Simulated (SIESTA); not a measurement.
Input and output of a self-consistent single point for TlCrTe2 (P-3m1, 4 atoms in the cell) (SIESTA).

Method of the run: GGA PBEsol, numerical atomic orbitals DZP, PseudoDojo PBEsol standard norm-conserving potentials (rewritten from UPF to PSML) (SIESTA).

```yaml
crystal:
  lattice:
    - [4.10983, 0.00000, 0.00000]
    - [-2.05491, 3.55922, 0.00000]
    - [0.00000, 0.00000, 7.94888]
  atoms:
    - { symbol: Cr, position: [0.00000, 0.00000, 0.50000], spin: 3.0 }
    - { symbol: Tl, position: [0.00000, 0.00000, 0.00000] }
    - { symbol: Te, position: [0.66667, 0.33333, 0.68330] }
    - { symbol: Te, position: [0.33333, 0.66667, 0.31670] }
```
(The spins are starting values, not results.)

Reference input (self-consistent single point, DFT, LDA PW92, numerical atomic orbitals DZP, PseudoDojo LDA standard norm-conserving potentials (rewritten from UPF to PSML)): XC.functional = LDA; XC.authors = PW92; potentials = PseudoDojo LDA standard; PAO.BasisSize = DZP; PAO.EnergyShift = 0.01 Ry; MeshCutoff = 300 Ry; kgrid.MonkhorstPack = 5 5 3; OccupationFunction = MP; OccupationMPOrder = 0; ElectronicTemperature = 1578.21 K; Spin = polarized; DM.InitSpin = [1 +3.00, 2 +0.00, 3 +0.00, 4 +0.00]. This run's input differs from it in these lines:

```diff
@@ -1,2 +1,2 @@
-# files in the folder: Cr.psml Tl.psml Te.psml (PseudoDojo LDA standard)
+# files in the folder: Cr.psml Tl.psml Te.psml (PseudoDojo PBEsol standard)
 SystemName  TlCrTe2
@@ -25,4 +25,4 @@
 
-XC.functional                LDA
-XC.authors                   PW92
+XC.functional                GGA
+XC.authors                   PBEsol
 PAO.BasisSize                DZP
```

Output, abridged:

```
        iscf     Eharris(eV)        E_KS(eV)     FreeEng(eV)     dDmax    Ef(eV) dHmax(eV)
   scf:    1    -9492.733005    -9671.551892    -9671.577321  0.596150 -0.692627 63.721624
     spin moment: {S} , |S| = {        0.0        0.0    0.94780 }     0.94780
   scf:    2    -9750.432841    -9757.097962    -9757.103130  0.566278 -3.267186  8.987164
     spin moment: {S} , |S| = {        0.0        0.0    2.94903 }     2.94903
   scf:    3    -9760.293763    -9758.881481    -9758.886091  0.048071 -3.157754  6.254669
     spin moment: {S} , |S| = {        0.0        0.0    2.95862 }     2.95862
   [... lines left out ...]
     spin moment: {S} , |S| = {        0.0        0.0    3.06410 }     3.06410
   scf:   20    -9760.681146    -9760.681144    -9760.688971  0.000010 -3.453948  0.000278
     spin moment: {S} , |S| = {        0.0        0.0    3.06410 }     3.06410
   scf:   21    -9760.681142    -9760.681143    -9760.688971  0.000024 -3.453957  0.000076
     spin moment: {S} , |S| = {        0.0        0.0    3.06410 }     3.06410
   scf:   22    -9760.681143    -9760.681143    -9760.688971  0.000002 -3.453957  0.000068
     spin moment: {S} , |S| = {        0.0        0.0    3.06410 }     3.06410
SCF Convergence by DM+H criterion
max |DM_out - DM_in|         :     0.0000018100
max |H_out - H_in|      (eV) :     0.0000680882
SCF cycle converged after 22 iterations

Using DM_out to compute the final energy and forces

siesta: E_KS(eV) =            -9760.6811

siesta: E_KS - E_eggbox =     -9760.6811

siesta: Atomic forces (eV/Ang):
     1    0.000000   -0.000000    0.000000
     2    0.000000    0.000000   -0.000000
     3    0.000140   -0.000081   -0.147794
     4   -0.000140    0.000081    0.147794
   Tot    0.000000   -0.000000    0.000000
   Max    0.147794
   Res    0.060337    sqrt( Sum f_i^2 / 3N )
   Max    0.147794    constrained

Stress tensor Voigt[x,y,z,yz,xz,xy] (kbar):       27.97       28.27       35.46        0.00       -0.01        0.25
(Free)E + p*V (eV/cell)    -9762.9073
   [... lines left out ...]
siesta: FreeEng =     -9760.688971
siesta: Cell volume =        116.274443 Ang**3
siesta:         -30.56702767        -28.59062860  kBar
   [... lines left out ...]

              0.026   0.016

mulliken: Qtot =       27.968

Mulliken Atomic Populations:
Atom #   charge [q] valence [e]      Sz [e]  Species
     1    -0.364309   14.364309    3.694826  Cr
     2    -0.395920   13.395920   -0.048263  Tl
     3     0.380115   15.619885   -0.291232  Te
     4     0.380115   15.619885   -0.291232  Te
 Total    -0.000000                3.064099
```

The run converged in 22 iterations. Against the reference run the pressure goes from -4.94 to -3.06 GPa, the largest force goes from 0.241 to 0.148 eV/Å and the size of the net moment stays at 0.77 μB/atom.

The starting cell comes from a database of computed structures (which also holds hypothetical and non-ambient phases and stackings), without a prior relaxation at this level. With one magnetic atom in the cell only a parallel order is possible. Values carry the incompleteness of an atom-centred basis. With a pressure of about -3 GPa the cell is away from its equilibrium volume at this level.

Cost on one core of a shared machine: roughly 50 s.
